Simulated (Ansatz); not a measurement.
Results of r²SCAN-D4 in Ansatz (plane waves, PAW) for bcc Eu.

Run with plane-wave cutoff 560 eV, 18×18×18 k mesh, Fermi–Dirac smearing 0.05 eV, spin-polarised with parallel moments, scalar-relativistic PAW data made under PBE.

Results at a series of volumes:

| V (Å³/atom) | E − E_lowest (meV/atom) |
|---|---|
| 40.951 | 7.06 |
| 41.823 | 2.93 |
| 42.694 | 0.62 |
| 43.565 | 0.00 |
| 44.437 | 0.94 |
| 45.308 | 3.30 |
| 46.179 | 6.98 |

Task: Fit the third-order Birch–Murnaghan equation and give B0 and B′.

Result: V0 = 43.465 Å³/atom, B0 = 14.4 GPa, B′ = 3.1 (fit to the energies at full precision).

Measured, for comparison: bulk modulus 10.9 ± 0.6 GPa (room temperature, no zero-point or thermal correction, our sources range from 10.9 to 11.7; as tabulated in arXiv:1012.3782); equilibrium volume per atom 48.10 Å³/atom (293 K, no zero-point or thermal correction; as tabulated in Wikipedia's data pages). Computed (rounded) less measured: bulk modulus +32 % (+23 % to +32 % over the range), equilibrium volume per atom -9.6 %.

Note: the 4f shell is treated without U or exact exchange, so its levels and filling can be wrong; the collinear magnetic order is the start's and need not be the measured one.

Spin–orbit coupling is not included.

The computed numbers hold no vibrational or temperature effects.

Ansatz is a quantum-chemistry and plane-wave program.
